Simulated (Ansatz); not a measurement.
Results of LDA in Ansatz (PAW) for Ni₃SnN (Pm-3m, No. 221, 5 atoms in the cell; start mp-1017632).

Settings: plane-wave cutoff 520 eV, 14×14×14 k mesh, Fermi–Dirac smearing 0.05 eV, no spin polarisation, scalar-relativistic PAW data made under PBE.

Cell (relaxed at this level):

```yaml
crystal:
  lattice:
    - [3.80960, 0.00000, 0.00000]
    - [0.00000, 3.80960, 0.00000]
    - [0.00000, 0.00000, 3.80960]
  atoms:
    - { symbol: Ni, position: [0.00000, 0.50000, 0.50000] }
    - { symbol: Ni, position: [0.50000, 0.00000, 0.50000] }
    - { symbol: Ni, position: [0.50000, 0.50000, 0.00000] }
    - { symbol: Sn, position: [0.00000, 0.00000, 0.00000] }
    - { symbol: N, position: [0.50000, 0.50000, 0.50000] }
```

What does this level give for the bulk modulus B0?


- bulk modulus B0: 218 GPa

Note: the run has no spin polarisation, so it can have missed a magnetic state; the bulk modulus is −V dP/dV from two relaxed cells at ±2 % in volume; the relaxation could not lower the start's symmetry, so the cell can be a saddle point above a distorted one.

Spin–orbit coupling is not included; it can open a gap where bands touch, and shift volumes and moduli.

Computed values are for the static lattice.

It cost roughly 3 core-minutes of CPU time.

A start named mp-… is a Materials Project structure, which need not be a measured phase.

Ansatz is an electronic-structure program.
